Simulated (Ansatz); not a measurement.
The parent structure is ZnSe in the zinc blende structure (space group F-43m, No. 216; a = 5.6655 Å).

The change: a hydrostatic pressure of 1.5 GPa.

Levels (all Ansatz, a quantum-chemistry and plane-wave program, PAW): r2SCAN (500 eV, without spin-orbit coupling); HSE06+SOC (420 eV, spin-orbit coupling included).

The geometry is relaxed with r2SCAN.

```
Item                                       Result
----------------------------  -------------------
r2SCAN valence-band top at Γ  0.00, 0.00, 0.00 eV
r2SCAN band gap                           1.96 eV
```

With HSE06+SOC at the same geometry, the valence-band top at Γ (three highest Kramers pairs, from the VBM) goes from 0.00, 0.00, 0.00 eV to 0.00, 0.00, -0.43 eV; the band gap increases by 0.415 eV, from 1.96 eV to 2.38 eV. The threefold valence maximum splits by Δso ≈ 0.43 eV.

Single points use the geometry relaxed with r2SCAN. Their cutoffs differ, which shifts pressures a little. The spin-orbit shifts are approximate. Load acts through the strain it causes; cell and atoms are relaxed under it. No phonon test of stability was made.
